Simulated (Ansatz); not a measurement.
The reference is Ag in the fcc (Cu type) structure (space group Fm-3m, No. 225; a = 4.0538 Å; relaxed with 0.1 eV smearing). Axes: x, y, z lie along the cube axes.

Level of theory: Kohn–Sham DFT with the PBEsol functional, run in Ansatz (a first-principles code) with PAW and 420 eV plane waves, no spin-orbit coupling.

Now apply this change: uniaxial strain ε_yy = −0.86 %, all other strain components held at zero, atoms relaxed at fixed cell.

### Question
Predict the new stress.

### Answer
The stress (xx, yy, zz, yz, xz, xy; compression positive) comes out as (0.9, 1.3, 0.9, 0.0, 0.0, 0.0) GPa.

No phonon test of stability was made.
